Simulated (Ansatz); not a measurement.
Polymorphs of TiAl₃, Ansatz (a first-principles code) with PBEsol, DFPT electron-phonon coupling, linearised Boltzmann equation; geometry: relaxed with this functional, without spin-orbit coupling.
- I4/mmm, primitive cell of 4: a = b = c = 5.056 Å, α = β = 135.67°, γ = 64.49°
- Pmm2, primitive cell of 4: a = 2.777 Å, b = 4.671 Å, c = 4.901 Å, α = β = γ = 90.00°
- Pm-3m, primitive cell of 4: a = 3.949 Å, b = 3.949 Å, c = 3.949 Å, α = 90.00°, β = 90.00°, γ = 90.00°

```tsv
Space group	volume per atom (Å³)	resistivity at 300 K	mean free path at 300 K	electron-phonon coupling λ	logarithmic mean phonon energy
I4/mmm	15.6	10.0 μΩ·cm	15.4 nm	0.161	30 meV
Pmm2	15.9	…	…	0.32	25 meV
Pm-3m	15.4	11.4 μΩ·cm	9.0 nm	0.33	…
```

Question: Complete the blanks.

Answer: 
- Pmm2, resistivity at 300 K: 13.5 μΩ·cm
- Pmm2, mean free path at 300 K: 8.2 nm
- Pm-3m, logarithmic mean phonon energy: 27 meV

Metals; harmonic phonons alone scatter; means over directions. The mean free path is weighted by the current that each state carries. Halving the electron mesh moves these values by up to 11 %; q meshes are mostly untested. Some of the runs warned that the eigensolver left states short of its tolerance. Spin-orbit coupling is left out.

Computed structure with no diffraction record at hand here (it may be known, metastable or hypothetical): TiAl3 (I4/mmm), TiAl3 (Pm-3m), TiAl3 (Pmm2).
